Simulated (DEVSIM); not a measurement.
Device: abrupt GaAs p-n junction, at 250 K.

```tsv
layer (left to right)	material	thickness (μm)	Nd (cm⁻³)	Na (cm⁻³)	τn (s)	τp (s)
1	GaAs	0.610	-	1.1e17	4.2e-9	4.2e-9
2	GaAs	20.0	1.2e16	-	4.2e-9	4.2e-9
```

Left contact: ohmic. Right contact: ohmic. Voltage is applied to the left contact. Recombination: SRH at mid-gap, radiative, Auger. Mobility is constant in doping. Where it depends on doping, it is μmin + (μ − μmin)/(1 + (N/Nref)^α).

This is a model device: material constants are rounded textbook-type values typed into the input, and sizes, dopings and lifetimes were drawn at random. Values at 300 K; Nc and Nv go as T^1.5, mobilities as T to minus their exponent, the gap by Varshni's rule with the affinity fixed. The table also holds parameters that only a changed run uses.

```
parameter             GaAs
----------------  --------
gap (eV)             1.424
affinity (eV)         4.07
permittivity          12.9
Nc (cm⁻³)           4.7e17
Nv (cm⁻³)             9e18
μn (cm²/Vs)           8500
μp (cm²/Vs)            400
μn,min                 500
μp,min                  20
Nref,n                6e16
Nref,p              1.5e17
αn                    0.39
αp                    0.38
T exponent of μn       2.1
T exponent of μp       2.2
B (cm³/s)            2e-10
Cn (cm⁶/s)           1e-30
Cp (cm⁶/s)           1e-30
Varshni α (eV/K)  0.000541
Varshni β (K)          204
```

DEVSIM, 1D drift-diffusion, Boltzmann statistics, complete ionisation; no tunnelling, impact ionisation, image-force lowering or self-heating.

Base results: dark forward voltage at 1 A/cm² (V) 1.086; dark forward voltage at 100 A/cm² (V) 1.195; potential step across the device at zero bias (V) 1.284; largest field in the device at zero bias (V/cm) 61000.

**Question.** What follows from this one change: thickness of layer 2 20 → 100 μm?

**Answer.** dark forward voltage at 1 A/cm² little changed (1.086 V); dark forward voltage at 100 A/cm² 1.195 → 1.231 V; potential step across the device at zero bias little changed (1.284 V); largest field in the device at zero bias little changed (61000 V/cm).

**Question.** What follows from this one change: doping Na of layer 1 1.1e+17 → 3.3e+16 cm^-3?

**Answer.** dark forward voltage at 1 A/cm² 1.086 → 1.061 V; dark forward voltage at 100 A/cm² 1.195 → 1.172 V; potential step across the device at zero bias 1.284 → 1.258 V; largest field in the device at zero bias 61000 → 55000 V/cm.

**Question.** What follows from this one change: thickness of layer 1 0.61 → 3 μm?

**Answer.** dark forward voltage at 1 A/cm² 1.086 → 1.112 V; dark forward voltage at 100 A/cm² 1.195 → 1.225 V; potential step across the device at zero bias little changed (1.284 V); largest field in the device at zero bias little changed (61000 V/cm).

**Question.** What follows from this one change: doping-dependent mobility in place of the constant one?

**Answer.** dark forward voltage at 1 A/cm² 1.086 → 1.100 V; dark forward voltage at 100 A/cm² 1.195 → 1.216 V; potential step across the device at zero bias little changed (1.284 V); largest field in the device at zero bias little changed (61000 V/cm).
